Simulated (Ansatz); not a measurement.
**PbTe, pressure series**

The parent structure is PbTe in the rock salt structure (space group Fm-3m, No. 225).

```
CELL_PARAMETERS angstrom
      0.00000     3.18980     3.18980
      3.18980     0.00000     3.18980
      3.18980     3.18980     0.00000
ATOMIC_POSITIONS crystal
  Te 0.50000 0.50000 0.50000
  Pb 0.00000 0.00000 0.00000
```

Cell and atoms are relaxed at each pressure.

Method: LDA (Ansatz, a quantum-chemistry and plane-wave program; PAW; 420 eV plane waves; no SOC).

Candidates:
(a) pressure −2 GPa
(b) pressure −1 GPa
(c) pressure 4.5 GPa
(d) pressure 15 GPa
(e) pressure 0.9 GPa

Base values:

The band gap is 0.57 eV.

**Question.** Order them by band gap, lowest first.

**Answer.** (d) pressure 15 GPa (zero), (c) pressure 4.5 GPa (0.38 eV), (e) pressure 0.9 GPa (0.53 eV), (b) pressure −1 GPa (0.62 eV), (a) pressure −2 GPa (0.67 eV)

With Pb and Te present, leaving out spin-orbit coupling can change the band edges. Load acts through the strain it causes; cell and atoms are relaxed under it. No phonon test of stability was made. No other phases were tried under pressure. The final runs are not spin-polarised. The zero or small gap of PbTe under pressure 15 GPa can change with the level of theory.
